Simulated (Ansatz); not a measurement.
For Sc₃PbC (Pm-3m), PBEsol, DFPT electron-phonon coupling, linearised Boltzmann equation (Ansatz, a quantum-chemistry and plane-wave program) gives a transport coupling λ_tr = 0.191 and a Drude plasma energy ħω_p = 2.93 eV.

Estimate the resistivity at 300 K from the high-temperature formula ρ = 2π λ_tr k_B T / (ħ ε₀ ω_p²), and say how the full Boltzmann solution compares.

The scattering rate is 1/τ = 2π λ_tr k_B T/ħ = 4.71e13 s⁻¹ and ω_p = 4.45e15 s⁻¹, so ρ ≈ 26.9 μΩ·cm. The Boltzmann solution gives 23.4 μΩ·cm, 0.87 times the estimate; it lies lower because k_BT is not large against the phonon energies and the solution lets the distribution adjust.

A metal at this level (no band gap). Only scattering by harmonic phonons is included (no impurities, grain boundaries, electron-electron scattering or thermal expansion). Spin-orbit coupling is left out, which matters with elements this heavy. Halving the electron mesh (20x20x20) moves the resistivity by up to 1 % at 300 K, the coupling by up to 3 %. Smearing 0.20 eV; phonons on a 3x3x3 q mesh, which this run doesn't test.

Computed structure with no diffraction record at hand here (it may be known, metastable or hypothetical): Sc3PbC (Pm-3m).
